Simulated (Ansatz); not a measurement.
**How far to go with the k-point mesh: Ca₃BiP (P4mm, 5 atoms in the cell)**

```
CELL_PARAMETERS angstrom
      5.40122     0.00000     0.00000
      0.00000     5.40122     0.00000
      0.00000     0.00000     5.40122
ATOMIC_POSITIONS crystal
  Ca 0.00926 0.50000 0.50000
  Ca 0.50000 0.00000 0.50000
  Ca 0.50000 0.50000 0.00000
  Bi 0.00000 0.00000 0.00000
  P  0.50000 0.50000 0.50000
```

Level of theory: PBEsol, default PAW files made with PBE (plane waves; Ansatz, a first-principles code).

Base settings: basis.ecutwfc = 420 eV; kpoints.mp_grid.grid = 5 5 5; hamiltonian.xc = pbesol; hamiltonian.pseudopotentials = {kind: paw} (the program's default PAW files); scf.occupations.method = fermi_dirac; scf.occupations.width = 0.1 eV.

Only quantities that move along the ladder and can be compared are tabulated.

The count of work is k-points × plane waves × bands × iterations; it is no time. Core times come from one kind of shared machine, to one figure; runs under 30 s give none.

The starting cell comes from a database of computed structures (which also holds hypothetical and non-ambient phases and stackings), without a prior relaxation at this level. Its lattice was rescaled by up to half a per cent. One atom was moved a little off its site on purpose. Ansatz's pressure includes its estimate of the finite-basis (Pulay) stress. A gap is left out here, as mesh or smearing make it unsure.

Steps (kpoints.mp_grid.grid): 1 1 1; 2 2 2; 3 3 3; 4 4 4; 5 5 5; 6 6 6; 7 7 7; 9 9 9; 10 10 10; 11 11 11; 12 12 12; 13 13 13; 15 15 15; 16 16 16; 18 18 18; 20 20 20.

Problem. What is the coarsest kpoints.mp_grid.grid that holds the forces within 0.005 eV/Å of the last step, with all finer ones?

Solution. 4 4 4, at 0.025 of the last step's count of work; the step before is off by 0.008 eV/Å.

Problem. What is the coarsest kpoints.mp_grid.grid that holds the pressure within 0.5 GPa of the last step, with all finer ones?

Solution. 3 3 3, at 0.0083 of the last step's count of work; the step before is off by 1.1 GPa.

Problem. What is the coarsest kpoints.mp_grid.grid that holds the free energy within 5 meV/atom of the last step, with all finer ones?

Solution. 4 4 4, at 0.025 of the last step's count of work; the step before is off by 16 meV/atom.

```tsv
kpoints.mp_grid.grid	free energy less the last step's (meV/atom)	pressure (GPa)	largest difference of a force vector from the last step's (eV/Å)	count of work / last	core time / last (rough)
1 1 1	2171.11	16.59	0.470	0.0023	–
2 2 2	137.22	0.11	0.045	0.0096	–
3 3 3	16.48	-0.85	0.008	0.0083	–
4 4 4	3.62	-0.97	0.003	0.025	–
5 5 5	1.05	-0.99	0.001	0.025	–
6 6 6	0.40	-1.00	0.001	0.055	–
7 7 7	0.17	-1.00	0.000	0.055	–
9 9 9	0.04	-1.00	0.000	0.10	–
10 10 10	0.02	-1.01	0.000	0.17	0.2
11 11 11	0.01	-1.01	0.000	0.17	0.2
12 12 12	0.01	-1.01	0.000	0.27	0.3
13 13 13	0.00	-1.01	0.000	0.27	0.3
15 15 15	0.00	-1.01	0.000	0.40	0.4
16 16 16	0.00	-1.01	0.000	0.56	0.6
18 18 18	0.00	-1.01	0.000	0.76	0.9
20 20 20	0.00	-1.01	0.000	1.0	1
```

Keys are those of Ansatz 0.2.
